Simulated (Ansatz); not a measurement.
The starting structures come from a database of crystals and need not be the phases stable at ambient conditions.

Tunnelling through a barrier is set by its complex band structure: the current falls as exp(−2κd) with the smallest κ.

Given:

```
RuSi
1.0
    6.65897     0.00000     0.00000
   -3.32948     5.76683     0.00000
    3.32948     1.92228     2.71851
Si Ru
4 4
Direct
  0.50000   0.66242   0.16242
  0.00000   0.33758   0.16242
  0.17516   0.83758   0.16242
  0.32484   0.16242   0.51274
  0.50000   0.37059   0.87059
  0.00000   0.62941   0.87059
  0.75882   0.12941   0.87059
  0.74118   0.87059   0.38823
```

Space group of this cell: P2_13. The cell is taken as given; by r2SCAN its mean pressure is -0.6 GPa.

Transport runs along the normal of the first two printed cell vectors, the (111) plane of the conventional cell.

The gap is the functional's own. No spin-orbit coupling. Mid-gap values are interpolated on the energy grid.

Q: State the band gap and the smallest decay constant κ at mid-gap according to r2SCAN run with Ansatz (an electronic-structure program).

A: Gap 0.30 eV on a 12×12×12 mesh; κ = 0.120 1/Å, at (0.167, 0.167) of the in-plane reciprocal vectors. At the zone centre, at the nearest computed energy, the slowest state has κ = 0.17 1/Å.
